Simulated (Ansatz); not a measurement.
Consider interstitial As in zinc-blende BAs, charge state +1. Computed with PBE, PAW (plane waves to 420 eV; Ansatz, a quantum-chemistry and plane-wave program).

64-site cell at the relaxed PBE lattice, one k-point at (0.250, 0.250, 0.250), smearing 0.01 eV, spin-restricted, no finite-size correction. Static, classical nuclei. The charge state is imposed; whether it is stable for some Fermi level was not computed. Sites that were not tried may lie lower.

Barriers: single points on a 2×2×2 k-point mesh shifted by half a step at the bands' geometries (they differ from the bands' own by up to 0.15 eV, and are uncertain by about as much).

The step: several atoms move together, As the farthest. Atoms about the jump, Cartesian Å from the middle of the jump, before and after:

```json
[
 {"atom": "As1", "x0": "-0.43", "y0": "-0.45", "z0": "-0.24", "x1": "0.43", "y1": "0.45", "z1": "0.24"},
 {"atom": "B2", "x0": "-0.10", "y0": "-1.20", "z0": "1.46", "x1": "-0.16", "y1": "-1.30", "z1": "0.90"},
 {"atom": "As3", "x0": "1.62", "y0": "0.30", "z0": "-0.88", "x1": "2.04", "y1": "0.44", "z1": "-1.32"},
 {"atom": "B4", "x0": "0.07", "y0": "1.38", "z0": "-1.87", "x1": "-0.08", "y1": "1.38", "z1": "-1.80"},
 {"atom": "As5", "x0": "-1.37", "y0": "0.10", "z0": "2.24", "x1": "-1.35", "y1": "0.02", "z1": "2.04"},
 {"atom": "B6", "x0": "-2.36", "y0": "1.22", "z0": "0.70", "x1": "-2.42", "y1": "1.26", "z1": "0.69"},
 {"atom": "As7", "x0": "-1.16", "y0": "2.47", "z0": "-0.53", "x1": "-1.27", "y1": "2.54", "z1": "-0.53"},
 {"atom": "As8", "x0": "-1.35", "y0": "-2.58", "z0": "-0.73", "x1": "-1.21", "y1": "-2.37", "z1": "-0.52"},
 {"atom": "B9", "x0": "2.49", "y0": "1.30", "z0": "0.68", "x1": "2.48", "y1": "1.31", "z1": "0.74"},
 {"atom": "B10", "x0": "-2.47", "y0": "-1.17", "z0": "-1.83", "x1": "-2.38", "y1": "-1.14", "z1": "-1.72"},
 {"atom": "As11", "x0": "-1.19", "y0": "0.08", "z0": "-2.99", "x1": "-1.19", "y1": "0.05", "z1": "-2.93"},
 {"atom": "As12", "x0": "1.21", "y0": "2.44", "z0": "1.86", "x1": "1.19", "y1": "2.52", "z1": "1.93"},
 {"atom": "B13", "x0": "0.04", "y0": "1.30", "z0": "3.16", "x1": "-0.01", "y1": "1.26", "z1": "3.12"},
 {"atom": "As14", "x0": "1.28", "y0": "-2.44", "z0": "2.03", "x1": "1.22", "y1": "-2.39", "z1": "1.91"},
 {"atom": "B15", "x0": "2.55", "y0": "-1.18", "z0": "-1.84", "x1": "2.66", "y1": "-1.32", "z1": "-1.91"}
]
```

Predict the transition state.


```csv
atom,x,y,z
As1,0.03,0.05,-0.01
B2,-0.25,-1.47,1.08
As3,1.90,0.44,-1.12
B4,-0.01,1.41,-1.88
As5,-1.37,0.02,2.11
B6,-2.40,1.26,0.70
As7,-1.23,2.52,-0.56
As8,-1.27,-2.43,-0.52
B9,2.52,1.33,0.69
B10,-2.39,-1.13,-1.72
As11,-1.19,0.06,-2.96
As12,1.17,2.44,1.85
B13,0.00,1.24,3.11
As14,1.24,-2.44,1.96
B15,2.62,-1.25,-1.88
```
It lies 0.56 eV above the start and 0.45 eV above the end. The program found a first-order saddle point.
